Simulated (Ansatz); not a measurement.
Consider Te (space group P3_121, No. 152; a = 4.6235 Å, c = 5.9044 Å; made of chains).

The other end (x = 1) is Se (space group P3_121, No. 152; made of chains): 29.24 Å³/atom, gap 1.33 eV.

Computed with r2SCAN/PAW in Ansatz (a first-principles code), no spin-orbit coupling, earlier PAW set.

Se replaces a fraction x of Te; each row is one arrangement (x, atoms in the cell, starting space group or random), fully relaxed.

One change was made to it. Results:

The mixing energy comes out as -11 meV/atom; the deviation of the volume from the linear (Vegard-type) interpolation comes out as -1.1 %; the shortest interatomic distance drops by 0.226 Å (2.827 Å → 2.601 Å).

**Question.** Name the change that was made.
(A) x(Se) = 0.333, 6 atoms, P1
(B) x(Se) = 0.167, 6 atoms, P1
(C) x(Se) = 0.5, 6 atoms, C2

**Answer.** A, x(Se) = 0.333, 6 atoms, P1. For comparison, the mixing energy in the other runs: x(Se) = 0.5, 6 atoms, C2 gives -2 meV/atom; x(Se) = 0.167, 6 atoms, P1 gives -1 meV/atom.

Each cell is one ordered arrangement of few atoms, which overstates ordering effects compared with a random alloy. Spin-orbit coupling, missing from the scalar runs, can matter with Te. No phonon test of stability was made. No dispersion term is included, though the crystal is made of layers, chains or molecules, so its spacings can come out too wide.
